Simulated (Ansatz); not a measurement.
A self-consistent single point of a (001) slab of Mo2Rh (cut from a parent of space group no. 69; 6 atoms in the cell) with Ansatz (an electronic-structure program).

Method: PBEsol, default PAW files made with PBE (plane waves; Ansatz).

The change in words: vacuum of 6 angstrom (first run: 14 Å). Reference geometry:
```
CELL_PARAMETERS angstrom
      2.71443     0.00000     0.00000
     -2.85316     2.71089     0.00000
      0.00000     0.00000    24.13751
ATOMIC_POSITIONS crystal
  Mo 0.00000 0.00000 0.29001
  Mo 0.00000 0.50000 0.71000
  Mo 0.00000 0.50000 0.54646
  Mo 0.00000 0.00000 0.45354
  Rh 0.00000 0.00000 0.62823
  Rh 0.00000 0.50000 0.37177
```

Reference input (self-consistent single point, DFT, PBEsol, plane waves, default PAW files made with PBE): basis.ecutwfc = 420 eV; kpoints.mp_grid.grid = 8 8 1; hamiltonian.xc = pbesol; hamiltonian.pseudopotentials = {kind: paw} (the program's default PAW files); scf.occupations.method = gaussian; scf.occupations.width = 0.1 eV. This run's input differs from it in these lines:

Ansatz 0.2 input:
```diff
@@ -4,10 +4,10 @@
     - [-2.85315700, 2.71088500, 0.00000000]
-    - [0.00000000, 0.00000000, 24.13750900]
+    - [0.00000000, 0.00000000, 16.13751200]
   atoms:
-    - { symbol: Mo, position: [0.00000000, 0.00000000, 0.29000500] }
-    - { symbol: Mo, position: [0.00000000, 0.50000000, 0.70999500] }
-    - { symbol: Mo, position: [0.00000000, 0.50000000, 0.54645700] }
-    - { symbol: Mo, position: [0.00000000, 1.00000000, 0.45353900] }
-    - { symbol: Rh, position: [0.00000000, 0.00000000, 0.62822600] }
-    - { symbol: Rh, position: [0.00000000, 0.50000000, 0.37177000] }
+    - { symbol: Mo, position: [0.00000000, 0.00000000, 0.18590200] }
+    - { symbol: Mo, position: [1.00000000, 0.50000000, 0.81409800] }
+    - { symbol: Mo, position: [1.00000000, 0.50000000, 0.56948800] }
+    - { symbol: Mo, position: [1.00000000, 0.00000000, 0.43050600] }
+    - { symbol: Rh, position: [0.00000000, 0.00000000, 0.69179300] }
+    - { symbol: Rh, position: [1.00000000, 0.50000000, 0.30820100] }
 basis:
```

Log, with long lists cut:

```
SCF iter   1: F=—  HF=-32264.320476 eV  |F-HF|=—  |Δ(HF+E_count)|=         —  Δρ=1.69e-2  dr2=3.67e0  ethr=1.77e-3  ⟨swp⟩=6.0  Hψ=4046  notcnv=0
all-band conjugate gradients solve this SCF's bands
preconditioner: auto → LDOS
SCF iter   2: F=—  HF=-32264.258824 eV  |F-HF|=—  |Δ(HF+E_count)|=   6.17e-2  Δρ=1.21e-2  dr2=1.28e0  ethr=1.77e-3  ⟨swp⟩=2.0  Hψ=1450  notcnv=0  defer=47
   [... lines left out ...]
SCF iter   6: F=—  HF=-32264.211859 eV  |F-HF|=—  |Δ(HF+E_count)|=   7.06e-6  Δρ=6.61e-5  dr2=2.41e-5  ethr=3.77e-8  ⟨swp⟩=2.8  Hψ=2206  notcnv=0  defer=41
SCF iter   7: F=—  HF=-32264.211858 eV  |F-HF|=—  |Δ(HF+E_count)|=   1.37e-6  Δρ=2.98e-5  dr2=5.31e-6  ethr=2.68e-8  ⟨swp⟩=1.2  Hψ=1094  notcnv=0  defer=41
SCF iter   8: F=—  HF=-32264.211857 eV  |F-HF|=—  |Δ(HF+E_count)|=   1.98e-7  Δρ=5.75e-6  dr2=2.83e-7  ethr=5.90e-9  ⟨swp⟩=2.0  Hψ=1397  notcnv=0  defer=41
SCF iter   9: F=-32264.211857 eV  HF=-32264.211857 eV  |F-HF|=1.88e-9  |Δ(HF+E_count)|=   1.32e-8  Δρ=1.19e-6  dr2=3.88e-9  ethr=1.11e-10  ⟨swp⟩=10.0  Hψ=4520  notcnv=0
SCF 1 converged in 9 iterations: F = -32264.211857 eV  dr2 = 3.88e-9
Free energy (F): -32264.211857 eV
Internal energy: -32264.170040 eV  (E = F + TS)
E sigma→0 (E₀):  -32264.190949 eV
Entropy (-TS):   -0.041817 eV (-6.970 meV/atom)
Fermi energy:    15.116382 eV
--- Forces (eV/Å), atoms counted from 1 ---
  atom   1  Mo     0.00000000     0.00000000     0.42759142
  atom   2  Mo    -0.00000000     0.00000000    -0.42759142
  atom   3  Mo     0.00000000     0.00000000     0.32911831
  atom   4  Mo    -0.00000000     0.00000000    -0.32911831
  atom   5  Rh     0.00000000     0.00000000    -0.09636752
  atom   6  Rh    -0.00000000     0.00000000     0.09636752
--- Stress (GPa, compression-positive) ---
      -11.955611       0.274170      -0.000000
        0.274170     -11.927551       0.000000
       -0.000000       0.000000      -6.377063
  P = ⅓ Tr σ = -10.0867 GPa (-100.867 kbar)
  The stress holds the Pulay correction. Without it, at fixed plane waves, as pw.x and ABINIT print it: P = -10.1233 GPa
```

The run converged in 9 iterations. Against the reference run the free energy falls by 3.2 meV/atom and the largest force goes from 0.468 to 0.428 eV/Å.

The starting cell comes from a database of computed structures (which also holds hypothetical and non-ambient phases and stackings), without a prior relaxation at this level. The slab is cut from that crystal, and its faces are unrelaxed. Its lattice was rescaled by up to half a per cent. Spin polarisation is off.
